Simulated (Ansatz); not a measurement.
## Te (within 0.1 Å of Pm-3m, No. 221, 4 atoms in the cell; start mp-1178952; another form than the element's usual one)

All values below come from PBEsol (plane waves, PAW; Ansatz, a first-principles code).

Settings: plane-wave cutoff 520 eV, 18×12×6 k mesh (along the axes of the cell as run), Fermi–Dirac smearing 0.05 eV, scalar-relativistic PAW data made under PBE.

Cell (relaxed at this level):

```xyz
4
Lattice="3.1541 0.0000 0.0000 0.0000 4.4270 0.0000 0.0000 0.0000 8.9529" Properties=species:S:1:pos:R:3 pbc="T T T"
Te     1.5771     2.2135     6.8041
Te     1.5771     2.2135     2.3277
Te     1.5771     4.4267     0.0896
Te     1.5771     0.0003     4.5660
```

For Te (within 0.1 Å of Pm-3m, No. 221, 4 atoms in the cell; start mp-1178952; another form than the element's usual one), the band gap is none. The bulk modulus comes out as 56.0 GPa.

Note: the bulk modulus is −V dP/dV from two relaxed cells at ±2 % in volume.

Spin–orbit coupling is not included; it can open a gap where bands touch, and shift volumes and moduli.

Computed values are for the static lattice.

A start named mp-… is a Materials Project structure, which need not be a measured phase.
